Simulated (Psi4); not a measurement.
Psi4 1.11, TPSS/def2-svpd: Ta(NH)(Cl)2(Me) ([CH3][Ta](=[NH])([Cl])[Cl]), 9 atoms. The geometry is a generated start, not checked to be a minimum at this level.

```yaml
task: energy
method: tpss
basis: def2-svpd
memory: 3 GB
maxiter: 100
keys_of_the_molecule_block: symmetry c1
scf_type: df (default)
guess: auto, which took SAD (default)
scf_initial_accelerator: adiis (default)
e_convergence: 1e-06 (default)
d_convergence: 1e-06 (default)
dft_radial_points: 75 (default)
dft_spherical_points: 302 (default)
effective_core_potentials: those of the basis set, past Kr
basis_functions: 161
grid_points: 194181
```

```xyz
9

Ta    -0.1673    -0.9270     0.3134
N      0.7395    -1.4028    -1.1444
H      1.2415    -1.7495    -1.9529
Cl     0.7293    -1.1977     2.3272
Cl    -2.3518    -1.3001     0.4849
C     -0.0569     1.3569     0.0179
H      0.9345     1.7363     0.2646
H     -0.7812     1.8207     0.6897
H     -0.2876     1.6633    -1.0004
```

Charge 0 and multiplicity 1 are set for this test and not shown to be the ground state.

One run each on 2 threads. Values of diis_max_vecs tried: 3, 6, 10 (default), 20.

Q: How does the count of SCF iterations change with diis_max_vecs, and where is it least?

A: Fewest SCF iterations, within one of each other: 6 with 12, 10 (default) with 12, 20 with 12. The count rises to 43 at 3. All converge to one solution.

```tsv
diis_max_vecs	SCF iterations	end
3	43	same solution
6	12	same solution
10 (default)	12	same solution
20	12	same solution
```
